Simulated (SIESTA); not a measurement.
SIESTA run on Ca3AsP (Pm-3m, 5 atoms in the cell): self-consistent single point.

Method of the run: SIESTA 5.4.2 with GGA PBEsol with spin-orbit coupling, numerical atomic orbitals TZP, PseudoDojo PBEsol fully relativistic norm-conserving potentials (rewritten from UPF to PSML).

```
Ca3AsP
1.0
    5.42485     0.00000     0.00000
    0.00000     5.42485     0.00000
    0.00000     0.00000     5.42485
Ca P As
3 1 1
Direct
  0.00000   0.50000   0.50000
  0.50000   0.00000   0.50000
  0.50000   0.50000   0.00000
  0.00000   0.00000   0.00000
  0.50000   0.50000   0.50000
```

Reference input (self-consistent single point, DFT, GGA PBEsol, numerical atomic orbitals TZP, PseudoDojo PBEsol standard norm-conserving potentials (rewritten from UPF to PSML)): XC.functional = GGA; XC.authors = PBEsol; potentials = PseudoDojo PBEsol standard; PAO.BasisSize = TZP; PAO.EnergyShift = 0.01 Ry; MeshCutoff = 400 Ry; kgrid.MonkhorstPack = 4 4 4; OccupationFunction = MP; OccupationMPOrder = 0; ElectronicTemperature = 0.05 eV; MaxSCFIterations = 150; SCF.Mixer.Method = Pulay. This run's input differs from it in these lines:

```diff
@@ -1,2 +1,2 @@
-# files in the folder: Ca.psml P.psml As.psml (PseudoDojo PBEsol standard)
+# files in the folder: Ca.psml P.psml As.psml (PseudoDojo PBEsol fully relativistic)
 SystemName  Ca3AsP
@@ -39,2 +39,10 @@
 ElectronicTemperature        0.05 eV
+Spin                         spin-orbit
+%block DM.InitSpin
+  1 0.00 0.00 0.00
+  2 0.00 0.00 0.00
+  3 0.00 0.00 0.00
+  4 0.00 0.00 0.00
+  5 0.00 0.00 0.00
+%endblock DM.InitSpin
```

Output (repeated stretches shortened):

```
        iscf     Eharris(eV)        E_KS(eV)     FreeEng(eV)     dDmax    Ef(eV) dHmax(eV)
   scf:    1    -6206.793037    -6218.418729    -6218.418729  0.875865 -4.601202  4.389702
     spin moment: {S} , |S| = {    0.00000    0.00000   -0.00000 }     0.00000
   scf:    2    -6221.082217    -6220.002594    -6220.002717  0.075281 -4.297912  2.155161
     spin moment: {S} , |S| = {    0.00000   -0.00000   -0.00000 }     0.00000
   scf:    3    -6220.509620    -6220.312143    -6220.313188  0.054962 -4.143010  0.970362
     spin moment: {S} , |S| = {   -0.00000   -0.00000    0.00000 }     0.00000
   [... lines left out ...]
     spin moment: {S} , |S| = {   -0.00000   -0.00000    0.00000 }     0.00000
   scf:    8    -6220.347708    -6220.347696    -6220.348611  0.000405 -4.127303  0.000758
     spin moment: {S} , |S| = {    0.00000   -0.00000    0.00000 }     0.00000
   scf:    9    -6220.347696    -6220.347696    -6220.348611  0.000023 -4.127381  0.000050
     spin moment: {S} , |S| = {    0.00000   -0.00000    0.00000 }     0.00000
   scf:   10    -6220.347696    -6220.347696    -6220.348611  0.000001 -4.127375  0.000005
     spin moment: {S} , |S| = {    0.00000   -0.00000   -0.00000 }     0.00000
SCF Convergence by DM+H criterion
max |DM_out - DM_in|         :     0.0000007702
max |H_out - H_in|      (eV) :     0.0000046720
SCF cycle converged after 10 iterations

Using DM_out to compute the final energy and forces

siesta: E_KS(eV) =            -6220.3477

siesta: E_KS - E_eggbox =     -6220.3477

siesta: Atomic forces (eV/Ang):
     1    0.000000   -0.000000    0.000000
     2   -0.000000    0.000000    0.000000
     3   -0.000000    0.000000   -0.000000
     4   -0.000000    0.000000    0.000000
     5   -0.000000   -0.000000   -0.000000
   Tot   -0.000000    0.000000    0.000000
   Max    0.000000
   Res    0.000000    sqrt( Sum f_i^2 / 3N )
   Max    0.000000    constrained

Stress tensor Voigt[x,y,z,yz,xz,xy] (kbar):      -37.08      -37.08      -37.08        0.00        0.00       -0.00
   [... lines left out ...]
siesta: FreeEng =     -6220.348611
   [... lines left out ...]
siesta:    -0.023142   -0.000000    0.000000
siesta:    -0.000000   -0.023142    0.000000
siesta:     0.000000    0.000000   -0.023142

siesta: Cell volume =        159.647897 Ang**3

siesta: Pressure (static):
siesta:                Solid            Molecule  Units
siesta:           0.00025205          0.00025205  Ry/Bohr**3
siesta:           0.02314176          0.02314176  eV/Ang**3
siesta:          37.07718051         37.07718051  kBar
```

The run converged in 10 iterations. Against the reference run the pressure stays at 3.71 GPa. The full log also holds: “initDM: WARNING: atom 1 has a closed-shell and cannot be polarized”. The full log also holds: “initDM: WARNING: atom 2 has a closed-shell and cannot be polarized”.

The starting cell comes from a database of computed structures (which also holds hypothetical and non-ambient phases and stackings), without a prior relaxation at this level. Values carry the incompleteness of an atom-centred basis. With a pressure of about 4 GPa the cell is away from its equilibrium volume at this level. The run gives no clean gap (levels at the Fermi energy touch, overlap or are partly filled at this smearing), which alone does not show that the compound is a metal.

Cost on one core of a shared machine: roughly 2 min.
